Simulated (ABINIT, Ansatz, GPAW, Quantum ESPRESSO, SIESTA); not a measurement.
## AgCl (Fm-3m, 2 atoms in the cell) computed with different codes at matched settings

Self-consistent single point.

```xyz
2
Lattice="0.0000 2.7750 2.7750 2.7750 0.0000 2.7750 2.7750 2.7750 0.0000" Properties=species:S:1:pos:R:3 pbc="T T T"
Ag     0.0000     0.0000     0.0000
Cl     2.7750     2.7750     2.7750
```

Shared settings, as Ansatz (a quantum-chemistry and plane-wave program) writes them: kpoints.mp_grid.grid = 4 4 4; scf.occupations.method = fermi_dirac; scf.occupations.width = 0.01 eV. Potentials and cutoffs stand in the table.

```json
[
 {"code": "Quantum ESPRESSO", "model": "PBE, SSSP 1.1.2 efficiency (PBE) pseudopotentials", "pressure (GPa)": "1.61", "gap on the mesh (eV)": "0.970", "cutoff": "60 Ry"},
 {"code": "SIESTA", "model": "GGA PBE, numerical atomic orbitals DZP, PseudoDojo PBE standard norm-conserving potentials (rewritten from UPF to PSML)", "pressure (GPa)": "0.93", "gap on the mesh (eV)": "1.190", "cutoff": "grid 350 Ry"},
 {"code": "Ansatz", "model": "PBE, default PAW files", "pressure (GPa)": "1.63", "gap on the mesh (eV)": "0.908", "cutoff": "default"},
 {"code": "ABINIT", "model": "PBE, norm-conserving pseudopotentials (PseudoDojo nc-sr-05 PBE standard)", "pressure (GPa)": "1.58", "gap on the mesh (eV)": "0.910", "cutoff": "41 Ha"},
 {"code": "GPAW", "model": "PBE, GPAW PAW datasets PBE (gpaw-data 1.0.1)", "pressure (GPa)": "1.64", "gap on the mesh (eV)": "0.887", "cutoff": "550 eV"}
]
```

Gaps are read on the mesh.

The spread over the programs that give each value: pressure within 0.71 GPa; gap on the mesh within 0.303 eV.

SIESTA uses small atom-centred bases, whose incompleteness enters pressures, forces and empty levels differently from a plane-wave cutoff. Ansatz's pressure is given at a fixed set of plane waves, as the other plane-wave codes print theirs; with its correction for the finite basis it is 1.67 GPa. In the gap, SIESTA (by 0.281) lies more than 0.12 eV from the median of the plane-wave programs.

On the base mesh (8 8 8) the same programs gave: Ansatz pressure 1.48 GPa, gap on the mesh 0.912 eV; Quantum ESPRESSO pressure 1.45 GPa, gap on the mesh 0.973 eV; ABINIT pressure 1.43 GPa, gap on the mesh 0.913 eV; GPAW pressure 1.48 GPa, gap on the mesh 0.890 eV; SIESTA pressure 0.78 GPa, gap on the mesh 1.194 eV.

The starting cell has typed, rounded lattice constants, without a prior relaxation at this level.

Left out of this page: CP2K (on another mesh); FLEUR (with a known weakness of the program).

Keys are those of Ansatz 0.2.
